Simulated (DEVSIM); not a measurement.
Device: illuminated Si n-on-p cell, one wavelength, with a back-surface field, at 300 K.

Layer 1 from the left is Si, thickness (μm) 0.160, Nd (cm⁻³) 1.4e19, τn (s) 4.7e-6, τp (s) 1.1e-5, absorption coefficient (cm⁻¹) 3100. Layer 2 from the left is Si, thickness (μm) 24.0, Na (cm⁻³) 1.1e15, τn (s) 3.9e-5, τp (s) 3.9e-5, absorption coefficient (cm⁻¹) 3100. Layer 3 from the left is Si, thickness (μm) 1.10, Na (cm⁻³) 1.6e18, τn (s) 3.9e-5, τp (s) 3.9e-5, absorption coefficient (cm⁻¹) 3100.

Left contact: ohmic, minority hole recombination velocity 50000 cm/s. Right contact: ohmic, minority electron recombination velocity 30000 cm/s. Voltage is applied to the left contact. Recombination: SRH at mid-gap, radiative, Auger. Gap narrowing is on: ΔEg = 6.92 meV × (l + √(l² + 0.5)), l = ln(N/1.3e17 cm⁻³), shared equally by both band edges. Light enters at the left, 3e16 photons cm⁻² s⁻¹, one pass, no reflection. Mobility is constant in doping.

Constants are typed, rounded textbook-type inputs, not results; the design itself was drawn at random and stands for no fabricated device. Values at 300 K.

Si: gap (eV) 1.124, affinity (eV) 4.05, permittivity 11.7, Nc (cm⁻³) 2.86e19, Nv (cm⁻³) 3.1e19, μn (cm²/Vs) 1417, μp (cm²/Vs) 470, B (cm³/s) 4.7e-15, Cn (cm⁶/s) 2.8e-31, Cp (cm⁶/s) 9.9e-32.

Simulated with DEVSIM: 1D drift-diffusion, Boltzmann statistics, complete ionisation; no tunnelling, impact ionisation, image-force lowering or self-heating.

What does the simulation give for the open-circuit voltage, the short-circuit current, the share of generated pairs collected at short circuit?

open-circuit voltage 0.549 V; short-circuit current 4.79 mA/cm²; share of generated pairs collected at short circuit 0.997.
